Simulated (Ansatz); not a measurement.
Electronic density of states of amorphous Te20Se5O30, density 4.55 g/cm³, on a 2×2×2 Γ-centred mesh with a Gaussian width of 0.1 eV; energies count from the Fermi level, whose place inside the gap is arbitrary. Cell and mesh are small, so fine structure isn't converged. Method: PBE, scalar-relativistic without spin-orbit coupling (plane waves to 420 eV, PAW; Ansatz, a program for electronic structure). Sampling: a 2×2×2 Γ-centred mesh; Fermi-Dirac width 0.02 eV; no spin polarisation. At PBE the levels at the filled edge of the gap are localised (band-tail or defect states).

The cell was made by melting and quenching with the CHGNet potential and then relaxed with DFT. O atoms were pushed apart under 1.9 Å during the dynamics, to hinder bonds among them. The hot cell started wider than the set density and was brought back towards it in steps. It is the lowest in DFT energy of 2 quenches. It is a model cell: composition and starting density were chosen by hand, and all elements were melted together. No dispersion term was used. Its density started from a set value of 5.71 and ended at 4.55 g/cm³. The simulated quench (nominally 190 K/ps over its main leg) is rapid and tends to freeze in more defects than a deposited or slowly cooled glass has. Values belong to this one cell and scatter from quench to quench. The volume was free in the relaxation, at fixed shape. On a 2×2×2 Γ-centred mesh force components of up to 0.12 eV/Å stay, since the relaxation ran on the zone centre alone.

| E - EF (eV) | states/(eV atom) |
|---|---|
| -12.00 | 0.27 |
| -11.90 | 0.36 |
| -11.80 | 0.27 |
| -11.70 | 0.25 |
| -11.60 | 0.29 |
| -11.50 | 0.21 |
| -11.40 | 0.16 |
| -11.30 | 0.12 |
| -11.20 | 0.19 |
| -11.10 | 0.27 |
| -11.00 | 0.16 |
| -10.90 | 0.08 |
| -10.80 | 0.15 |
| -10.70 | 0.20 |
| -10.60 | 0.15 |
| -10.50 | 0.16 |
| -10.40 | 0.24 |
| -10.30 | 0.27 |
| -10.20 | 0.24 |
| -10.10 | 0.23 |
| -10.00 | 0.19 |
| -9.90 | 0.14 |
| -9.80 | 0.12 |
| -9.70 | 0.07 |
| -9.60 | 0.09 |
| -9.50 | 0.20 |
| -9.40 | 0.18 |
| -9.30 | 0.10 |
| -9.20 | 0.08 |
| -9.10 | 0.04 |
| -9.00 | 0.02 |
| -8.90 | 0.01 |
| -8.80 | 0.00 |
| -8.70 | 0.00 |
| -8.60 | 0.00 |
| -8.50 | 0.00 |
| -8.40 | 0.00 |
| -8.30 | 0.00 |
| -8.20 | 0.00 |
| -8.10 | 0.00 |
| -8.00 | 0.00 |
| -7.90 | 0.03 |
| -7.80 | 0.18 |
| -7.70 | 0.38 |
| -7.60 | 0.37 |
| -7.50 | 0.18 |
| -7.40 | 0.32 |
| -7.30 | 0.45 |
| -7.20 | 0.33 |
| -7.10 | 0.41 |
| -7.00 | 0.50 |
| -6.90 | 0.45 |
| -6.80 | 0.39 |
| -6.70 | 0.44 |
| -6.60 | 0.46 |
| -6.50 | 0.36 |
| -6.40 | 0.32 |
| -6.30 | 0.33 |
| -6.20 | 0.38 |
| -6.10 | 0.45 |
| -6.00 | 0.52 |
| -5.90 | 0.51 |
| -5.80 | 0.53 |
| -5.70 | 0.45 |
| -5.60 | 0.40 |
| -5.50 | 0.46 |
| -5.40 | 0.55 |
| -5.30 | 0.54 |
| -5.20 | 0.45 |
| -5.10 | 0.42 |
| -5.00 | 0.42 |
| -4.90 | 0.40 |
| -4.80 | 0.45 |
| -4.70 | 0.55 |
| -4.60 | 0.58 |
| -4.50 | 0.54 |
| -4.40 | 0.60 |
| -4.30 | 0.68 |
| -4.20 | 0.72 |
| -4.10 | 0.71 |
| -4.00 | 0.68 |
| -3.90 | 0.68 |
| -3.80 | 0.76 |
| -3.70 | 0.80 |
| -3.60 | 0.83 |
| -3.50 | 0.88 |
| -3.40 | 0.92 |
| -3.30 | 1.04 |
| -3.20 | 1.09 |
| -3.10 | 1.07 |
| -3.00 | 1.08 |
| -2.90 | 1.05 |
| -2.80 | 1.07 |
| -2.70 | 0.98 |
| -2.60 | 0.89 |
| -2.50 | 0.84 |
| -2.40 | 0.85 |
| -2.30 | 0.81 |
| -2.20 | 0.67 |
| -2.10 | 0.64 |
| -2.00 | 0.60 |
| -1.90 | 0.56 |
| -1.80 | 0.53 |
| -1.70 | 0.51 |
| -1.60 | 0.39 |
| -1.50 | 0.34 |
| -1.40 | 0.32 |
| -1.30 | 0.27 |
| -1.20 | 0.18 |
| -1.10 | 0.08 |
| -1.00 | 0.16 |
| -0.90 | 0.29 |
| -0.80 | 0.40 |
| -0.70 | 0.37 |
| -0.60 | 0.18 |
| -0.50 | 0.03 |
| -0.40 | 0.00 |
| -0.30 | 0.00 |
| -0.20 | 0.00 |
| -0.10 | 0.00 |
| 0.00 | 0.00 |
| 0.10 | 0.00 |
| 0.20 | 0.00 |
| 0.30 | 0.00 |
| 0.40 | 0.00 |
| 0.50 | 0.03 |
| 0.60 | 0.14 |
| 0.70 | 0.16 |
| 0.80 | 0.07 |
| 0.90 | 0.16 |
| 1.00 | 0.28 |
| 1.10 | 0.34 |
| 1.20 | 0.39 |
| 1.30 | 0.32 |
| 1.40 | 0.37 |
| 1.50 | 0.54 |
| 1.60 | 0.54 |
| 1.70 | 0.49 |
| 1.80 | 0.47 |
| 1.90 | 0.54 |
| 2.00 | 0.59 |
| 2.10 | 0.57 |
| 2.20 | 0.50 |
| 2.30 | 0.45 |
| 2.40 | 0.46 |
| 2.50 | 0.50 |
| 2.60 | 0.51 |
| 2.70 | 0.51 |
| 2.80 | 0.52 |
| 2.90 | 0.56 |
| 3.00 | 0.60 |
| 3.10 | 0.58 |
| 3.20 | 0.54 |
| 3.30 | 0.55 |
| 3.40 | 0.48 |
| 3.50 | 0.41 |
| 3.60 | 0.37 |
| 3.70 | 0.37 |
| 3.80 | 0.38 |
| 3.90 | 0.40 |
| 4.00 | 0.40 |
| 4.10 | 0.44 |
| 4.20 | 0.45 |

The level gap on this mesh is 1.22 eV; the broadening fills part of it in the curve.
